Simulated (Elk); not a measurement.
Worked example: self-consistent single point of Pb (Fm-3m, 1 atom in the cell) in Elk.

Method of the run: PBE, all-electron FP-LAPW, Elk's shipped species files, APW+lo basis with extra local orbitals in Elk.

```
CELL_PARAMETERS angstrom
      0.00000     2.51322     2.51322
      2.51322     0.00000     2.51322
      2.51322     2.51322     0.00000
ATOMIC_POSITIONS crystal
  Pb 0.00000 0.00000 0.00000
```

Reference input (self-consistent single point, DFT, PBE, all-electron FP-LAPW, Elk's shipped species files, APW+lo basis with extra local orbitals): xctype = 20; rgkmax = 8; stype = 0; swidth = 0.00499791 Ha; ngridk = 13 13 13; gmaxvr = 16 1/bohr; nxlo = 2; lorbcnd = true; lmaxi = 2. This run's input differs from it in these lines:

```diff
@@ -25,3 +25,3 @@
 swidth
-  0.00499791
+  0.00110248
 
@@ -45,3 +45,3 @@
 ngridk
-  13 13 13
+  9 9 9
```

Output (repeated stretches shortened):

```
│ Self-consistent loop started │
│ Loop number : 1 │
 total energy                :     -20935.3327077
│ Loop number : 2 │
 total energy                :     -20935.3256753
RMS change in Kohn-Sham potential (target) :   0.1644987963     (  0.1000000000E-05)
Absolute change in total energy (target)   :   0.7032368132E-02 (  0.1000000000E-03)
│ Loop number : 3 │
 total energy                :     -20934.6129355
RMS change in Kohn-Sham potential (target) :   0.1449915056     (  0.1000000000E-05)
Absolute change in total energy (target)   :   0.7144978775     (  0.1000000000E-03)
│ Loop number : 4 │
   [... lines left out ...]
Absolute change in total energy (target)   :   0.1191367905E-02 (  0.1000000000E-03)
│ Loop number : 13 │
 total energy                :     -20928.8027766
RMS change in Kohn-Sham potential (target) :   0.7775047605E-07 (  0.1000000000E-05)
Absolute change in total energy (target)   :   0.3132412203E-03 (  0.1000000000E-03)
│ Loop number : 14 │
 total energy                :     -20928.8027738
RMS change in Kohn-Sham potential (target) :   0.2435834666E-07 (  0.1000000000E-05)
Absolute change in total energy (target)   :   0.8116951722E-04 (  0.1000000000E-03)
Convergence targets achieved

│ Loop number : 15 │

Energies :
 Fermi                       :     0.219509224588
 total energy                :     -20928.8027768

Density of states at Fermi energy :    38.57465395
 (states/Hartree/unit cell)

Estimated indirect band gap :   0.4647706334E-03
 from k-point     20 to k-point     32
Estimated direct band gap   :   0.5179098258E-01
 at k-point     32

Charges :
 core                        :    68.00000000
 valence                     :    14.00000000
 interstitial                :    1.708877788
 muffin-tins (core leakage)
  species :    1 (Pb)
   atom    1                 :    80.29112221     (  0.1189337528E-02)
 total in muffin-tins        :    80.29112221
 total calculated charge     :    81.99917864
 total charge                :    82.00000000
 error                       :   0.8213574464E-03

│ Self-consistent loop stopped │
```

The run converged in 15 iterations. The count includes the last loop, which Elk runs after its targets are met. Against the reference run the total energy goes down by 20.4 meV/atom.

The starting cell comes from a database of computed structures (which also holds hypothetical and non-ambient phases and stackings), without a prior relaxation at this level. Its lattice was rescaled by a random factor within 2.5 % of one. Spin-orbit coupling is off. Values depend on the basis (sphere radii, cutoffs, local orbitals), which need not be converged. The log's line on a gap gives a spacing of levels on this mesh, which the program prints for metals too.
